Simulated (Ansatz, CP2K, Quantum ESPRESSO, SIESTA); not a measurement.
**One structure in several programs: CaTiS2 (P-3m1, 4 atoms in the cell)**

Relaxation of cell and atoms.

```
CaTiS2
1.0
    3.64514     0.00000     0.00000
   -1.82257     3.15678     0.00000
    0.00000     0.00000     6.54150
Ca Ti S
1 1 2
Direct
  0.00000   0.00000   0.50000
  0.00000   0.00000   0.00000
  0.33333   0.66667   0.78034
  0.66667   0.33333   0.21966
```

Shared settings, as Ansatz (a quantum-chemistry and plane-wave program) writes them: kpoints.mp_grid.grid = 7 7 4; scf.occupations.method = fermi_dirac; scf.occupations.width = 0.1 eV. Potentials and cutoffs stand in the table.

```tsv
code	model	final volume (Å³/atom)	cutoff
Quantum ESPRESSO	PBEsol, SSSP 1.1.2 efficiency (PBE) pseudopotentials	18.05	50 Ry
SIESTA	GGA PBEsol, numerical atomic orbitals TZP, PseudoDojo PBEsol standard norm-conserving potentials (rewritten from UPF to PSML)	19.26	grid 300 Ry
Ansatz	PBEsol, PAW files made with PBE	18.04	420 eV
CP2K	PBEsol, GPW, DZVP-MOLOPT-SR-GTH basis, GTH-PBE potentials (GTH_POTENTIALS)	18.19	grid 600 Ry
```

On Ansatz's run: spin polarisation is off, so a magnetic state, if there is one, cannot be reached.

The spread over the programs that give each value: final volume within 1.22 Å³/atom.

SIESTA and CP2K use small atom-centred bases, whose incompleteness enters pressures, forces and empty levels differently from a plane-wave cutoff. The programs treat the finite-basis stress differently while the cell relaxes: Ansatz adds an estimate of it.

The starting cell comes from a database of computed structures (which also holds hypothetical and non-ambient phases and stackings), without a prior relaxation at this level.

Keys are those of Ansatz 0.2.
